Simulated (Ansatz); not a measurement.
The reference is ZnS in the wurtzite structure (space group P6_3mc, No. 186; a = 3.845 Å, c = 6.305 Å). Axes: x lies along a and z along c of the hexagonal cell.

The values are results of PBE (Ansatz, a program for electronic structure), scalar-relativistic without spin-orbit coupling, not measurements.

Before the change:

| Property | Result |
|---|---|
| Band gap | 2.08 eV |
| Volume per atom | 20.18 Å³ |

Modification: biaxial strain −0.60 %, plane normal [001], relaxed out of plane (Cartesian); in-plane vectors clamped, the third vector and the atoms free.

**Question.** How does this affect the band gap and volume per atom?

**Answer.** The band gap increases by 0.01 eV to 2.09 eV; the volume per atom shrinks by 0.17 Å³ (20.18 Å³ → 20.01 Å³).

No phonon test of stability was made.
